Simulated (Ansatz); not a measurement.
**Parameter sweep on CaSc₃ (Pm-3m, 4 atoms in the cell)**

Space group Pm-3m (No. 221); a = b = c = 4.7258 Å, α = β = γ = 90.00°

| atom | site | symmetry | x | y | z |
|---|---|---|---|---|---|
| Sc | 3c | 4/mm.m | 0.0000 | 0.5000 | 0.5000 |
| Ca | 1a | m-3m | 0.0000 | 0.0000 | 0.0000 |

Base run A: LDA (PW92), default PAW files made with PBE (Ansatz, a quantum-chemistry and plane-wave program), self-consistent single point.

Its settings: kpoints.mp_grid.grid = 5 5 5; hamiltonian.xc = lda; hamiltonian.pseudopotentials = {kind: paw} (the program's default PAW files); scf.occupations.method = gaussian; scf.occupations.width = 0.136 eV.

The starting cell was generated: these elements placed on a structure prototype, without a prior relaxation; it need not be a known phase or ordering of this composition. Ansatz's pressure includes its estimate of the finite-basis (Pulay) stress.

| run | change | pressure (GPa) |
|---|---|---|
| A | base | -2.09 |
| B | hamiltonian.xc: lda → pbe [PBE] | 2.18 |
| C | hamiltonian.xc: lda → pbesol [PBEsol] | 0.25 |
| D | hamiltonian.xc: lda → rpbe [RPBE] | 4.10 |
| E | hamiltonian.xc: lda → revpbe [revPBE] | 3.61 |
| F | hamiltonian.xc: lda → blyp [BLYP] | 2.65 |
| G | hamiltonian.xc: lda → r2scan [r2SCAN] | 3.02 |

Run F against A: The pressure goes from -2.09 to 2.65 GPa.

Run G against A: The pressure goes from -2.09 to 3.02 GPa.

Keys are those of Ansatz 0.2.
